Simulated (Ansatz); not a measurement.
## SrAlHO₂ (model structure, started from the SrVO2H type, P4/mmm, No. 123, 5 atoms in the cell)

All values below come from G0W0@PBEsol (plane waves, hard PAW, contour deformation, complete-basis limit; Ansatz, a program for electronic structure).

Run with largest k mesh 6×6×6 (not extrapolated in the mesh).

Cell (relaxed with PBEsol):

Space group P4/mmm (No. 123); a = b = 3.774 Å, c = 3.658 Å, α = β = γ = 90.00°

```tsv
atom	site	symmetry	x	y	z
Sr	1d	4/mmm	0.5000	0.5000	0.5000
Al	1a	4/mmm	0.0000	0.0000	0.0000
O	2f	mmm.	0.0000	0.5000	0.0000
H	1b	4/mmm	0.0000	0.0000	0.5000
```

| Item | Value |
|---|---|
| band gap | 5.87 eV |

Note: the relaxation could raise the start's symmetry but not lower it, so the cell can be a saddle point; the gap holds a correction of +0.57 eV to the complete basis.

Spin–orbit coupling is not included.

A model structure was made by putting elements into a prototype or built by hand; it is no filed structure, need not be a known phase, and can be a saddle point held by its symmetry.
